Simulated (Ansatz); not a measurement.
Si: Si → Ge

Base system: Si in the diamond structure (space group Fd-3m, No. 227; a = 5.434 Å).

One thing is altered: Ge takes the place of Si on all its sites, then cell and atoms are relaxed.

The values are results of Kohn–Sham DFT with the PBEsol functional, run in Ansatz (an electronic-structure program) with PAW and 420 eV plane waves, no spin-orbit coupling, earlier PAW set, not measurements. Settings: 14×14×14 k-points, 0.05 eV Fermi–Dirac smearing, for the changed cell.

The volume per atom goes up by 2.81 Å³, from 20.05 Å³ to 22.86 Å³ and the density increases by 2.95 g/cm³ (2.33 g/cm³ → 5.28 g/cm³). The lattice parameter a goes up by 0.2426 Å to 5.676 Å and the space group remains Fd-3m (No. 227). The shortest interatomic distance rises by 0.105 Å (2.353 Å → 2.458 Å) and the band gap becomes zero (base: 0.47 eV).

No phonon test of stability was made. The zero or small gap of Ge can change with the level of theory.
